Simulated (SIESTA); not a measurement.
# Short convergence ladders for the (110) slab of MgS (cut from a parent of space group no. 216; 8 atoms in the cell)

```
CELL_PARAMETERS angstrom
      5.69457     0.00000     0.00000
      0.00000     4.02667     0.00000
      0.00000     0.00000    20.04002
ATOMIC_POSITIONS crystal
  Mg 0.00000 0.25000 0.44977
  Mg 0.50000 0.75000 0.34930
  Mg 0.00000 0.25000 0.65070
  Mg 0.50000 0.75000 0.55024
  S  0.75000 0.25000 0.34930
  S  0.25000 0.75000 0.44977
  S  0.75000 0.25000 0.55024
  S  0.25000 0.75000 0.65070
```

Base method: LDA PW92, numerical atomic orbitals DZP, PseudoDojo LDA standard norm-conserving potentials (rewritten from UPF to PSML) (SIESTA 5.4.2).

Base settings: XC.functional = LDA; XC.authors = PW92; potentials = PseudoDojo LDA standard; PAO.BasisSize = DZP; PAO.EnergyShift = 0.005 Ry; MeshCutoff = 400 Ry; kgrid.MonkhorstPack = 2 3 1; OccupationFunction = FD; ElectronicTemperature = 0.05 eV; MaxSCFIterations = 150.

**The vacuum**

The mesh stays at the base's, so the ladder's end is converged at best in this setting alone.

Only quantities that move along the ladder and can be compared are tabulated; forces are left out, as grid noise moves with the cell; the gap is left out on so coarse a mesh.

```tsv
vacuum between outermost atoms (Å)	free energy less the last step's (meV/atom)
3.0	-161.23
4.0	-54.38
5.0	-13.99
6.0	-1.94
7.0	-0.73
8.0	-0.24
10.0	-0.02
12.0	0.00
14.0	0.00
17.0	0.00
20.0	0.00
25.0	0.00
30.0	0.00
```

Smallest vacuum between outermost atoms (Å) that holds the free energy within 5 meV/atom of the last step, with all finer ones: 6.0; the step before is off by 14 meV/atom.

**The k-point mesh**

Only quantities that move along the ladder and can be compared are tabulated.

```csv
kgrid.MonkhorstPack,free energy less the last step's (meV/atom),largest difference of a force vector from the last step's (eV/Å)
1 2 1,122.68,0.323
2 2 1,81.19,0.070
2 3 1,11.15,0.020
3 3 1,10.46,0.014
3 4 1,2.14,0.004
3 5 1,0.57,0.002
4 5 1,0.46,0.001
4 6 1,0.13,0.001
5 7 1,0.03,0.000
6 8 1,0.01,0.000
7 10 1,0.00,0.000
8 11 1,0.00,0.000
9 13 1,0.00,0.000
11 15 1,0.00,0.000
```

Coarsest kgrid.MonkhorstPack that holds the forces within 0.01 eV/Å of the last step, with all finer ones: 3 4 1; the step before is off by 0.014 eV/Å.

Coarsest kgrid.MonkhorstPack that holds the free energy within 0.5 meV/atom of the last step, with all finer ones: 4 5 1; the step before is off by 0.57 meV/atom.

Two neighbours can agree and both be off: 2 3 1 and 3 3 1 differ by 0.69 meV/atom in the free energy, yet lie about 10 meV/atom from the last step.

On the base run: the starting cell comes from a database of computed structures (which also holds hypothetical and non-ambient phases and stackings), without a prior relaxation at this level. The slab is cut from that crystal, and its faces are unrelaxed. Its lattice was rescaled by up to half a per cent. Spin polarisation is off, though cut faces can carry moments; a gap of a slab can lie between surface states. Values carry the incompleteness of an atom-centred basis. In the base run, forces exceed 1 eV/Å.
